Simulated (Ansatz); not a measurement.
## A computed series for BeTe: response to strain

The parent structure is BeTe in the zinc blende structure (space group F-43m, No. 216; a = 5.605 Å). Axes: x, y, z lie along the cube axes.

Strains are applied to the cell and any free atomic positions relax; under stress the whole cell relaxes.

Levels (all Ansatz, a quantum-chemistry and plane-wave program, PAW, earlier PAW set): PBEsol (420 eV, spin-orbit coupling left out); r2SCAN (500 eV, without spin-orbit coupling); HSE06 (420 eV, without spin-orbit coupling); PBEsol+SOC (420 eV, noncollinear with spin-orbit coupling); HSE06+SOC (420 eV, with spin-orbit coupling).

Band gaps by level, all at the geometries relaxed with PBEsol:

```tsv
case	PBEsol	r2SCAN	HSE06	PBEsol+SOC	HSE06+SOC
base	1.84 eV	2.31 eV	2.62 eV	1.54 eV	2.31 eV
isotropic strain −1.33 %	1.73 eV	2.21 eV	2.51 eV	1.43 eV	2.19 eV
isotropic strain +2.63 %	2.02 eV	2.49 eV	2.81 eV	(withheld)	2.50 eV
uniaxial stress, 8 GPa compression along x	0.42 eV	(withheld)	(withheld)	0.28 eV	(withheld)
uniaxial stress, 2 GPa tension along z	1.73 eV	2.20 eV	2.51 eV	1.43 eV	2.20 eV
tensor shear ε_yz = −1.97 %	1.58 eV	2.02 eV	2.34 eV	1.34 eV	2.10 eV
```

What belongs in the blanks?


- isotropic strain +2.63 %, PBEsol+SOC: 1.72 eV
- uniaxial stress, 8 GPa compression along x, r2SCAN: 0.79 eV
- uniaxial stress, 8 GPa compression along x, HSE06: 1.09 eV
- uniaxial stress, 8 GPa compression along x, HSE06+SOC: 0.94 eV

Single points use the geometry relaxed with PBEsol. HSE06 was sampled on its mesh, a few special points and the semilocal edge points, so its gap is an upper bound. The spin-orbit shifts are approximate. Spin-orbit coupling, missing from the scalar runs, can matter with Te. Beyond what the load breaks, stability against distortions was not tested. The zero or small gap of BeTe under uniaxial stress, 8 GPa compression along x can change with the level of theory.
